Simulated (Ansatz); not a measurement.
AlN (P6_3mc), r2SCAN with spin-orbit coupling, rigid bands (Ansatz, a program for electronic structure): N_c = 4.35e18 cm⁻³ at 300 K and an electron conductivity mass of 0.319 mₑ along y (a = (3.11, 0.00, 0.00) Å; b = (-1.55, 2.69, 0.00) Å; c = (0.00, 0.00, 4.98) Å).

### Question
For 1e16 electrons per cm³ at 300 K, place the Fermi level, estimate the Seebeck coefficient of a parabolic band with constant τ, and give mobility and conductivity for τ = 10 fs.

### Answer
The level lies k_BT ln(N_c/n) = 0.157 eV below the conduction-band minimum. S ≈ −(k_B/e)[ln(N_c/n) + 5/2] = -739 μV/K, against -738 μV/K from the full bands (mean over directions). μ = eτ/m = 55.1 cm²/(V·s) and σ = neμ = 0.0883 S/cm. τ is assumed, not computed.

Band transport and this doping are assumed; polarons and phonon drag are left out.
